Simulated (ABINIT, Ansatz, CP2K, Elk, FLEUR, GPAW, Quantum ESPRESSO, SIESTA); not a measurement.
# One structure in several programs: MnS (Fm-3m, 4 atoms in the cell)

Self-consistent single point.

```
MnS
1.0
    5.09159     2.54579     2.54579
    2.54579     5.09159     2.54579
    2.54579     2.54579     5.09159
Mn S
2 2
Direct
  0.00000   0.00000   0.00000
  0.50000   0.50000   0.50000
  0.25000   0.25000   0.25000
  0.75000   0.75000   0.75000
```
Moments meant for the start (each program seeds them in its own way; μB, in the order of the atoms Mn Mn S S): 5.0 -5.0 0.0 0.0.

All programs got the same cell, k-point mesh and kind of occupations, and the same starting moments (in Ansatz's words: kpoints.mp_grid.grid = 6 6 6; magnetization.spin_polarized = true; scf.occupations.method = fermi_dirac; scf.occupations.width = 0.02 eV); potentials, basis and cutoffs are each program's usual ones.

```csv
code,model,pressure (GPa),gap on the mesh (eV),k-points,cutoff
FLEUR,"PBE, all-electron FLAPW (FLEUR), scalar-relativistic valence",–,0.591,32,Kmax 4.5 1/bohr
Ansatz,"PBE, default PAW files",1.91,–,32,default
ABINIT,"PBE, PAW (JTH v2.0 PBE PAW)",1.99,0.588,32,30 Ha
Quantum ESPRESSO,"PBE, GBRV 1.5 ultrasoft (PBE) pseudopotentials",1.92,0.618,32,50 Ry
Elk,"PBE, all-electron FP-LAPW, Elk's shipped species files, APW+lo basis with extra local orbitals",–,0.557,32,rgkmax 8
GPAW,"PBE, GPAW PAW datasets PBE (gpaw-data 1.0.1)",2.22,0.570,32,800 eV
CP2K,"PBE, GPW, DZVP-MOLOPT-SR-GTH basis, GTH-PBE potentials (GTH_POTENTIALS)",2.03,0.931,112,grid 600 Ry
SIESTA,"GGA PBE, numerical atomic orbitals DZP, PseudoDojo PBE standard norm-conserving potentials (rewritten from UPF to PSML)",0.95,0.961,132,grid 300 Ry
```

A dash marks a value that a program does not give, or that is left out as unsure.

No gap is tabulated for Ansatz (an electronic-structure program): it is not read from that output, or partly filled or unconverged empty levels leave it unsure.

Gaps are read on the mesh.

The spread over the programs that give each value: pressure within 1.27 GPa; gap on the mesh within 0.404 eV.

The starting cell has typed, rounded lattice constants, without a prior relaxation at this level. Its lattice was rescaled by a random factor within 2.5 % of one. On Ansatz's run: The magnetic order is the one reached from the typed start; others were not searched systematically.

Why do the programs differ, and what cannot be compared?

Differences of this kind can come from the potentials, where these differ, and from what each basis and cutoff leave unconverged. The zero of total energies and Fermi levels follows the potentials and each program's conventions, so they are not compared here. CP2K and SIESTA use small atom-centred bases, whose incompleteness enters pressures, forces and empty levels differently from a plane-wave cutoff. FLEUR and Elk treat all electrons, but the usual bases taken here (sphere radii, linearisation, local orbitals, empty states) were not tested for convergence, so the values are no reference for the others. Ansatz's pressure is given at a fixed set of plane waves, as the other plane-wave codes print theirs; with its correction for the finite basis it is 1.95 GPa. Site moments depend on each program's spheres or projections; the total moment of the cell does not. The programs reduce the same mesh by symmetry to different extents, which changes the work and not the result. In the pressure, SIESTA (by 1.00) lies more than 1 GPa from the median of the plane-wave programs. In the gap, CP2K (by 0.342) and SIESTA (by 0.373) lie more than 0.12 eV from the median of the plane-wave programs.

Keys are those of Ansatz 0.2.
